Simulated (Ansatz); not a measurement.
Functionals compared on the (0001) surface of wurtzite GaN, Ga-terminated, 2x2 with 1 H on 4 top atoms (bottom of the slab: 3 H on 4 bottom sites), in Ansatz (plane waves, PAW). The structure was relaxed with PBE; the other rows are single points on it. Cutoff 420 eV (500 eV for r2SCAN).

Slab: 44 atoms, 13.8 Å thick at the start with caps and adatoms (thin: gaps and levels are the slab's own); k 4x4x1, smearing 0.025 eV, dipole-corrected; 8 atoms held, the rest relaxed; start symmetry kept, larger cells not searched; no spin, no spin-orbit, no U. It is one candidate, not shown to be the stable structure of the face. These notes are the PBE run's.

| functional | gap of the slab on its k-mesh (eV) | highest filled level below the top vacuum level (eV) | rough cost of the single point |
|---|---|---|---|
| PBE | 0.30 | 4.46 | – |
| r2SCAN | 0.51 | 4.63 | roughly 2.7 core-minutes |

Ansatz is a program for electronic structure.
